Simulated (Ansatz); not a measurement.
## Several settings converged on Hf (P6/mmm, 3 atoms in the cell)

```
Hf
1.0
    4.93752     0.00000     0.00000
   -2.46876     4.27602     0.00000
    0.00000     0.00000     3.07080
Hf
3
Direct
  0.66667   0.33333   0.50000
  0.33333   0.66667   0.50000
  0.00000   0.00000   0.00000
```

Base method: LDA (PW92), default PAW files made with PBE (plane waves; Ansatz, a first-principles code).

Base settings: basis.ecutwfc = 420 eV; kpoints.mp_grid.grid = 8 8 11; hamiltonian.xc = lda; hamiltonian.pseudopotentials = {kind: paw} (the program's default PAW files); scf.occupations.method = fermi_dirac; scf.occupations.width = 0.1 eV.

Core times come from one kind of shared machine, to one figure; runs under 30 s give none.

**Zone-centre phonons against the cutoff**

In this ladder: phonons.method = dfpt.

The mesh stays at the base's, so the ladder's end is converged at best in this setting alone.

Frequencies are those of the unrelaxed cell, without the LO-TO term of polar crystals.

Only quantities that move along the ladder and can be compared are tabulated.

```csv
basis.ecutwfc,highest zone-centre frequency (cm⁻¹),lowest optical frequency (cm⁻¹),core time / last (rough)
210 eV,106.0,-25.5,0.2
250 eV,114.4,56.1,0.2
295 eV,106.4,57.8,0.3
355 eV,108.3,60.3,0.3
420 eV,108.1,60.5,0.4
505 eV,108.0,60.5,0.5
630 eV,108.0,60.5,1
```

Coarsest basis.ecutwfc that holds the highest zone-centre frequency within 5 cm⁻¹ of the last step, with all finer ones: 295 eV, at about 0.3 of the last step's time; the step before is off by 6.5 cm⁻¹.

Coarsest basis.ecutwfc that holds the lowest optical frequency within 1 cm⁻¹ of the last step, with all finer ones: 355 eV, at about 0.3 of the last step's time; the step before is off by 2.8 cm⁻¹.

**Zone-centre phonons against the mesh**

In this ladder: phonons.method = dfpt.

Frequencies are those of the unrelaxed cell, without the LO-TO term of polar crystals.

Only quantities that move along the ladder and can be compared are tabulated.

```tsv
kpoints.mp_grid.grid	highest zone-centre frequency (cm⁻¹)	lowest optical frequency (cm⁻¹)	core time / last (rough)
2 2 3	145.7	44.6	–
3 3 4	107.6	48.0	–
4 4 5	105.8	65.3	–
5 5 7	105.2	63.1	0.06
6 6 8	105.7	61.3	0.1
9 9 13	107.0	60.7	0.3
11 11 16	107.7	60.5	1
```

Coarsest kpoints.mp_grid.grid that holds the highest zone-centre frequency within 5 cm⁻¹ of the last step, with all finer ones: 3 3 4; the step before is off by 38 cm⁻¹.

Coarsest kpoints.mp_grid.grid that holds the lowest optical frequency within 10 cm⁻¹ of the last step, with all finer ones: 4 4 5; the step before is off by 12 cm⁻¹.

On the base run: the starting cell comes from a database of computed structures (which also holds hypothetical and non-ambient phases and stackings), without a prior relaxation at this level. Its lattice was rescaled by up to half a per cent. In the base run, with a pressure of about -5 GPa the cell is away from its equilibrium volume at this level.

Keys are those of Ansatz 0.2.
